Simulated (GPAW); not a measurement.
Input and output of a self-consistent single point for HgS (F-43m, 2 atoms in the cell) (GPAW).

Level of theory: LDA (Perdew-Wang 92), GPAW PAW datasets LDA (gpaw-data 1.0.1) (plane waves; GPAW 25.7.0).

```
HgS
1.0
    0.00000     2.92363     2.92363
    2.92363     0.00000     2.92363
    2.92363     2.92363     0.00000
Hg S
1 1
Cartesian
  0.00000   0.00000   0.00000
  1.46182   1.46182   1.46182
```

Reference input (self-consistent single point, DFT PBE, plane waves, GPAW PAW datasets PBE (gpaw-data 1.0.1)): mode = pw; ecut = 600 eV; xc = PBE; kpts = 13 13 13; mesh shift (steps) = 0 0 0; occupations.name = fermi-dirac; occupations.width = 0.05 eV; nbands = -6; convergence.density = 1e-05 e/electron; symmetry.symmorphic = false; symmetry.tolerance = 0.0005; maxiter = 150. This run's input differs from it in these lines:

```diff
@@ -13,3 +13,3 @@
 calc = GPAW(mode={'name': 'pw', 'ecut': 600},
-            xc='PBE',
+            xc='LDA',
             kpts=(13, 13, 13),
```

Its files differ too (potentials: GPAW PAW datasets LDA (gpaw-data 1.0.1)).

Log, with long lists cut:

```
     iter     time        total  log10-change:
                         energy   eigst   dens
iter:   1 --:--:--    -7.080808
iter:   2 --:--:--    -7.021862   -1.11  -1.31
iter:   3 --:--:--    -6.815995   -1.33  -1.35
iter:   4 --:--:--    -6.798928   -2.71  -1.74
iter:   5 --:--:--    -6.827754   -1.84  -1.75
iter:   6 --:--:--    -6.792850   -2.75  -2.13
iter:   7 --:--:--    -6.792371   -4.42  -2.72
iter:   8 --:--:--    -6.793022c  -4.41  -2.80
iter:   9 --:--:--    -6.793173c  -5.28  -3.18
iter:  10 --:--:--    -6.793317c  -4.63  -3.20
iter:  11 --:--:--    -6.793286c  -6.19  -3.33
iter:  12 --:--:--    -6.793234c  -5.62  -3.48
iter:  13 --:--:--    -6.793234c  -6.69  -3.98
iter:  14 --:--:--    -6.793234c  -7.48c -4.10
iter:  15 --:--:--    -6.793234c  -7.71c -4.14
iter:  16 --:--:--    -6.793234c  -8.64c -4.15
iter:  17 --:--:--    -6.793233c  -6.78  -4.18
iter:  18 --:--:--    -6.793233c  -8.16c -4.42
iter:  19 --:--:--    -6.793233c  -7.64c -4.46
iter:  20 --:--:--    -6.793233c  -9.00c -4.87
iter:  21 --:--:--    -6.793233c  -8.74c -4.93
iter:  22 --:--:--    -6.793233c  -9.38c -5.48c
Converged after 22 iterations.

Dipole moment: (-2.800341, -2.800341, -2.800341) |e|*Ang

Energy contributions relative to reference atoms: (reference = -543689.545023)

Kinetic:        +29.761394
Potential:      -24.636525
External:        +0.000000
XC:              -9.722196
Entropy (-ST):   -0.000223
Local:           -2.195794
SIC:             +0.000000
--------------------------
Free energy:     -6.793345
Extrapolated:    -6.793233

Showing only first 2 kpts
 Kpt  Band  Eigenvalues  Occupancy
  0    10      4.15255    1.81839
  0    11      4.15255    1.81839
  0    12      4.15255    1.81839
  0    13     10.00097    0.00000

  1    10      3.99002    1.99229
  1    11      3.99002    1.99229
  1    12      4.74859    0.00013
  1    13      9.60335    0.00000

Fermi level: 4.26775

No gap
No difference between direct/indirect transitions
Energy (eV): -6.793233

Forces in eV/Ang:
  0 Hg    0.00000   -0.00000    0.00000
  1 S    -0.00000    0.00000    0.00000

Stress tensor:
     0.004627    -0.000000    -0.000000
    -0.000000     0.004627    -0.000000
    -0.000000    -0.000000     0.004627
Stress (GPa, Voigt): [ 0.7414  0.7414  0.7414 -0.     -0.     -0.    ]
```

The run converged in 22 iterations. GPAW prints stress with tension positive. Against the reference run the pressure goes from 4.95 to -0.74 GPa.

The starting cell comes from a database of computed structures (which also holds hypothetical and non-ambient phases and stackings), without a prior relaxation at this level. Its lattice was rescaled by a random factor within 2.5 % of one. The run gives no clean gap (levels at the Fermi energy touch, overlap or are partly filled at this smearing), which alone does not show that the compound is a metal.

Cost on one core of a shared machine: roughly 80 s.
